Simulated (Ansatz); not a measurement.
Reference: KBr (Pm-3m), PBEsol, rigid bands (plane waves, PAW, scalar-relativistic; Ansatz, a program for electronic structure); axes and stresses refer to this cell.

```yaml
crystal:
  lattice:
    - [3.93304, 0.00000, 0.00000]
    - [0.00000, 3.93304, 0.00000]
    - [0.00000, 0.00000, 3.93304]
  atoms:
    - { symbol: K, position: [0.00000, 0.00000, 0.00000] }
    - { symbol: Br, position: [0.50000, 0.50000, 0.50000] }
```

Seebeck coefficient, p-type 1e19 cm⁻³: 467 μV/K
Seebeck coefficient, n-type 1e19 cm⁻³: -165 μV/K
band gap: 3.96 eV

Task: Change: functional r2SCAN on the same cell. What happens to Seebeck coefficient, p-type 1e19 cm⁻³, Seebeck coefficient, n-type 1e19 cm⁻³, band gap?

Result: Seebeck coefficient, p-type 1e19 cm⁻³ moves little, to 472 μV/K; Seebeck coefficient, n-type 1e19 cm⁻³ grows in size to -170 μV/K; band gap goes up to 4.89 eV.

Seebeck coefficients are for the stated density at 300 K, with one relaxation time for all states and whether or not that doping can be reached. Spin-orbit coupling is left out unless a row names it; without it hole values are far off for these elements. 

Computed structure with no diffraction record at hand here (it may be known, metastable or hypothetical): KBr (Pm-3m).
